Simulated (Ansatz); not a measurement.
Here is the system:

Host crystal: corundum, with a band gap (PBE, scalar-relativistic without spin-orbit coupling).

End structure of H2O on the 1x1 (0001) surface of corundum (cut with top plane Al), one in a 1x1 cell, started at the site 'over Al at depth 1.2 Å':

```
CELL_PARAMETERS angstrom
      4.80875     0.00000     0.00000
     -2.40438     4.16450     0.00000
      0.00000     0.00000    27.50000
ATOMIC_POSITIONS crystal
  Al 0.66667 0.33333 0.37743
  O  0.65631 0.68187 0.38078
  O  0.31813 0.97443 0.38078
  O  0.02557 0.34369 0.38078
  Al 0.00000 0.00000 0.41229
  Al 0.33333 0.66667 0.42276
  O  0.31288 0.31024 0.45957
  O  0.99736 0.68712 0.45957
  O  0.68976 0.00264 0.45957
  Al 0.66669 0.33338 0.49199
  Al 0.00064 0.00041 0.50814
  O  0.98327 0.33527 0.53979
  O  0.66488 0.63981 0.54043
  O  0.35749 0.02762 0.54030
  Al 0.33719 0.67060 0.57566
  Al 0.67206 0.33295 0.58661
  O  0.65354 0.99081 0.61643
  O  0.36063 0.35285 0.62565
  O  0.02052 0.65172 0.61756
  Al 0.99972 0.98877 0.63313
  O  0.76889 0.76918 0.69524
  H  0.65688 0.87948 0.70632
  H  0.59634 0.58672 0.67433
```

Model: 23-atom slab, 6.7 Å thick at the start under the adsorbate (thin: gaps and levels are the slab's own), 6x6x1 mesh, Fermi-Dirac 0.01 eV, dipole correction, single point; no symmetry held, on the structure that PBE left; no spin, no spin-orbit, no U, no dispersion correction. At the end it is bonded to Al. In PBE it is, or lies within 0.03 eV of, the lowest of the starts that converged; the order may differ at this level.

A negative adsorption energy means that the adsorbate is more stable on the surface than in its reference.

What is the computed adsorption energy against H2O(g) at the same level (r2SCAN, at the PBE geometry (Ansatz, a program for electronic structure))?

-105 kJ/mol

Give the gap of the slab on its k-mesh at the level r2SCAN, at the PBE geometry.

4.26 eV

Predict the change of the step from the bottom to the top vacuum level, against the clean slab from r2SCAN, at the PBE geometry.

-1.66 eV

Give the highest filled level below the top vacuum level at the level r2SCAN, at the PBE geometry.

5.25 eV
